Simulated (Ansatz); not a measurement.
Defect: O vacancy in monoclinic ZrO2, charge state +2. The step: one O atom jumps into the vacancy from a nearby O site; the atom moves 1.93 Å along (-0.36, -0.08, -0.13) of the unit cell; from a vacant O site with 3 nearest neighbours to a vacant O site with 4 nearest neighbours; the moving atom starts with neighbours O at 2.62, O at 2.67, O at 2.69; Zr at 2.10, Zr at 2.16, 2 Zr at 2.43 Å and ends with Zr at 2.05, Zr at 2.08, Zr at 2.31 Å. DFT values are from Ansatz (plane-wave PAW, 420 eV unless said) in a cell of 324 host sites, spin-restricted, static, with no finite-size correction. The charge state is imposed; whether it is stable for some Fermi level was not computed. Forms of the defect that were not tried may lie lower. For the PBE band: the saddle point's order was not checked.

```json
[
 {"Level": "PBE, the Γ point alone, band relaxed", "Forward barrier (eV)": "0.68"},
 {"Level": "PBE, a 2×2×2 k-point mesh shifted by half a step, same geometries", "Forward barrier (eV)": "0.68"},
 {"Level": "r2SCAN at 500 eV, the Γ point alone, same geometries", "Forward barrier (eV)": "[?]"},
 {"Level": "HSE06, Γ point alone, same geometries", "Forward barrier (eV)": "0.63"}
]
```

Some entries are withheld; supply them.


- r2SCAN at 500 eV, the Γ point alone, same geometries, Forward barrier (eV): 0.71

Ansatz is a program for electronic structure.
